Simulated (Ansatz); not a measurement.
**Effect of uniaxial strain ε_zz = −2.00 % on LiF**

Start from LiF in the rock salt structure (space group Fm-3m, No. 225; a = 4.0079 Å). Axes: x, y, z lie along the cube axes.

It is then changed as follows: the cell is compressed by 2.00 % along z with no lateral relaxation, atoms relaxed at fixed cell.

Method: Kohn–Sham DFT with the PBEsol functional, run in Ansatz (a first-principles code) with PAW and 420 eV plane waves, no spin-orbit coupling. Γ-centred 14×14×14 mesh, Fermi–Dirac width 0.05 eV.

- Volume per atom = 7.89 Å³ (base 8.05 Å³)
- Shortest interatomic distance = 1.964 Å (base 2.004 Å)
- Energy relative to the base (free energy F) = +1.3 meV/atom
- Pressure (mean of the normal stresses, compression positive) = 1.57 GPa (base -0.01 GPa)
- Band gap = 9.21 eV (base 9.05 eV)
- Gap character = direct at Γ (base direct at Γ)
- Electron mass = 0.90 mₑ (at Γ) (base 0.88 mₑ (at Γ))
- Valence-band top at Γ (three highest levels, from the VBM) = 0.00, 0.00, -0.05 eV
- Stress (xx, yy, zz, yz, xz, xy; compression positive) = (0.94, 0.94, 2.83, 0.00, 0.00, 0.00) GPa

Effective masses come from finite differences of ±0.01 Å⁻¹. Whether these cells are dynamically stable was not tested. Labels are those of the standard path for the cell's own space group.
